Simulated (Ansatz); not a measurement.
For GaAs (model structure, from the rocksalt type, Fm-3m, No. 225), LDA (Ansatz, an electronic-structure program, PAW) gives:

```
Property                   Value
------------------  ------------
lattice constant a       5.256 Å
bulk modulus B0         87.4 GPa
cohesive energy     3.77 eV/atom
```

**Question.** What does r²SCAN (plane waves, PAW; Ansatz) give for the same quantities?

**Answer.** 
- lattice constant a: 5.328 Å (goes up by 1.4 %)
- bulk modulus: 82.3 GPa (falls by 5.8 %)
- cohesive energy: 2.89 eV/atom (drops by 0.88 eV/atom)

Changes are worked out from the printed values.

Unless a cell is named, each level is at its own relaxed cell (LDA 18.15, r²SCAN 18.91 Å³/atom).

Caveats: the bulk modulus is −V dP/dV from two relaxed cells at ±2 % in volume (LDA, r²SCAN). Ansatz's density-functional and Hartree–Fock values are scalar-relativistic unless marked +SOC, with PAW data made under PBE.

A model structure was made by putting elements into a prototype or built by hand; it is no filed structure, need not be a known phase, and can be a saddle point held by its symmetry.
